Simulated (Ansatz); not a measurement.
```yaml
crystal:
  lattice:
    - [3.41278, -5.88731, -0.00310]
    - [3.41278, 5.88731, -0.00310]
    - [-2.25863, 0.00000, 6.40579]
  atoms:
    - { symbol: In, position: [0.18613, 0.01834, 0.00206] }
    - { symbol: In, position: [0.01834, 0.18613, 0.50206] }
    - { symbol: In, position: [0.33142, 0.81640, 0.49803] }
    - { symbol: In, position: [0.81640, 0.33142, 0.99803] }
    - { symbol: S, position: [0.55181, 0.39572, 0.15040] }
    - { symbol: S, position: [0.39572, 0.55181, 0.65040] }
    - { symbol: S, position: [0.85133, 0.01361, 0.11261] }
    - { symbol: S, position: [0.01361, 0.85133, 0.61261] }
    - { symbol: S, position: [0.22291, 0.69846, 0.10824] }
    - { symbol: S, position: [0.69846, 0.22291, 0.60824] }
```

Relaxed-ion tensors in this frame from PBEsol in Ansatz (a first-principles code). Proper piezoelectric stress tensor e (C/m²):

```
 0.26  -0.21  -0.03   0.00   0.18   0.00
 0.00   0.00   0.00   0.01   0.00  -0.19
 0.00   0.01  -0.19   0.00  -0.01   0.00
```

Stiffness C (GPa):

```
42.0  14.5  12.7   0.0   5.3   0.0
14.5  38.1   7.2   0.0  -6.4   0.0
12.7   7.2  64.0   0.0  -2.1   0.0
 0.0   0.0   0.0  11.6   0.0  -6.7
 5.3  -6.4  -2.1   0.0  13.7   0.0
 0.0   0.0   0.0  -6.7   0.0  13.8
```

The cell is a database entry relaxed within its symmetry; it need not be the phase found at ambient conditions. Spin-orbit coupling is not included.

Q: Obtain the piezoelectric strain tensor d.

A: d = e S with S = C⁻¹, in pC/N:

```
  8.3   -7.4   -1.1    0.0    6.3    0.0
  0.0    0.0    0.0   -9.9    0.0  -18.6
  1.1    0.2   -3.3    0.0   -1.6    0.0
```
Away from Γ the polar cell without biaxial strain shows no imaginary mode on a 2×2×2 mesh.
